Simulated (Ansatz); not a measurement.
Consider ZnGeP$_{2}$ in the chalcopyrite structure (space group I-42d, No. 122; a = 5.4242 Å, c = 10.7095 Å).

Calculations: PBEsol, PAW, 420 eV (Ansatz, a first-principles code; no spin-orbit coupling).

One change was made to it. Results:

```
quantity                base    after
-------------------  -------  -------
smallest direct gap  1.24 eV  1.17 eV
lattice parameter a  5.424 Å  5.364 Å
```

### Question
What was done to the base?
A) pressure 3 GPa
B) pressure −1 GPa
C) pressure 0.7 GPa
D) pressure 1.5 GPa
E) pressure 10 GPa

### Answer
A, pressure 3 GPa. For comparison, the lattice parameter a in the other runs: pressure −1 GPa gives 5.446 Å; pressure 1.5 GPa gives 5.393 Å; pressure 0.7 GPa gives 5.409 Å; pressure 10 GPa gives 5.253 Å.

Load acts through the strain it causes; cell and atoms are relaxed under it. Whether these cells are dynamically stable was not tested. No other phases were tried under pressure.
